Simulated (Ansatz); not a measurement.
Start from NiSi (space group Pnma, No. 62; non-magnetic).

```
NiSi
1.0
    5.18989     0.00000     0.00000
    0.00000     3.35046     0.00000
    0.00000     0.00000     5.62404
Ni Si
4 4
Direct
  0.50794   0.25000   0.68823
  0.00794   0.25000   0.81177
  0.49206   0.75000   0.31177
  0.99206   0.75000   0.18823
  0.67922   0.25000   0.08277
  0.17922   0.25000   0.41723
  0.32078   0.75000   0.91723
  0.82078   0.75000   0.58277
```

Cartesian axes are those of the cell as printed.

All numbers come from PBE, PAW, 420 eV (Ansatz, a program for electronic structure; without spin-orbit coupling).

For the base:

- Pressure = 0.0 GPa
- Shortest interatomic distance = 2.288 Å

Modification: the cell is stretched by 2.39 % along x with no lateral relaxation, atoms relaxed at fixed cell.

Task: How does this affect the energy relative to the base?

Result: The energy grows by 5.7 meV/atom.

Task: Predict the new pressure.

Result: The pressure (mean of the normal stresses, compression positive) goes from zero to -3.8 GPa.

Task: What does the calculation give for the shortest interatomic distance after the change?

Result: The shortest interatomic distance rises by 0.0168 Å (2.288 Å → 2.304 Å).

Without a gap, meshes like the base's 9×14×8 leave anisotropic stresses uncertain by several tenths of a GPa, and small strain energies with them. The cells carry an imposed strain or load. Stability against distortions was not tested. Seeded moments were not kept for the base. All final runs are without spin polarisation.
